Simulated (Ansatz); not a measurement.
ZrN (Fm-3m): band-structure transport figures

Data:

```xyz
2
Lattice="0.0000 2.2761 2.2761 2.2761 0.0000 2.2761 2.2761 2.2761 0.0000" Properties=species:S:1:pos:R:3 pbc="T T T"
Zr     2.2761     2.2761     2.2761
N      0.0000     0.0000     0.0000
```

Method: PBEsol with spin-orbit coupling, rigid bands (plane waves, PAW; Ansatz, a quantum-chemistry and plane-wave program). Condition of this run: spin-orbit coupling switched on. Cell: cell and atoms relaxed with PBEsol.

```json
{
 "density of states at the Fermi level": "0.650 states/(eV·cell), both spins",
 "bare Sommerfeld coefficient": "0.77 mJ/(mol of atoms·K²)",
 "drude_plasma_energy": "8.9 eV",
 "root-mean-square Fermi velocity": "1.0e6 m/s",
 "resistivity times τ": "6.2 ×10⁻²² Ω·m·s"
}
```

A metal at this level (no band gap); rigid bands, thermally averaged at 300 K, both spins. τ is one relaxation time for all states.
